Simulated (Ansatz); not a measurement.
Take TiO2 in the rutile structure (space group P4_2/mnm, No. 136; a = 4.644 Å, c = 2.964 Å) as the base. Axes: x, y, z lie along a, b, c of the conventional cell.

Structures relaxed with DFT with PBE, PAW potentials and a 420 eV plane-wave cutoff in Ansatz (a first-principles code), without spin-orbit coupling, earlier PAW set.

Base:

Simulated powder pattern, Mo Kα, λ = 0.71073 Å (kinematic, ideal powder, no thermal factors, no anomalous dispersion; the 8 strongest lines at most, above 2 %, up to 2θ = 40°):

| 2θ (°) | I/Imax (%) | hkl |
|---|---|---|
| 12.43 | 100 | (110) |
| 16.36 | 47 | (101) |
| 18.59 | 20 | (111) |
| 24.12 | 68 | (211) |
| 25.00 | 21 | (220) |
| 28.01 | 10 | (310) |
| 30.02 | 27 | (301) |
| 30.51 | 13 | (112) |

After one change:

Simulated powder pattern, Mo Kα, λ = 0.71073 Å (kinematic, ideal powder, no thermal factors, no anomalous dispersion; the 8 strongest lines at most, above 2 %, up to 2θ = 40°):

| 2θ (°) | I/Imax (%) |
|---|---|
| 11.78 | 100 |
| 15.51 | 40 |
| 17.62 | 18 |
| 22.86 | 68 |
| 23.69 | 19 |
| 26.29 | 10 |
| 28.44 | 29 |
| 28.90 | 13 |

Question: What was done to the base?
A) uniaxial stress, 5 GPa compression along z
B) biaxial strain −0.95 %, plane normal [001], relaxed out of plane
C) biaxial strain +0.74 %, plane normal [001], relaxed out of plane
D) isotropic strain +5.44 %

Answer: D, isotropic strain +5.44 %. Its volume per atom is 12.49 Å³ against 10.65 Å³, and its space group is P4_2/mnm (No. 136).

Stability under load was not tested beyond the relaxation. All final runs are without spin polarisation.
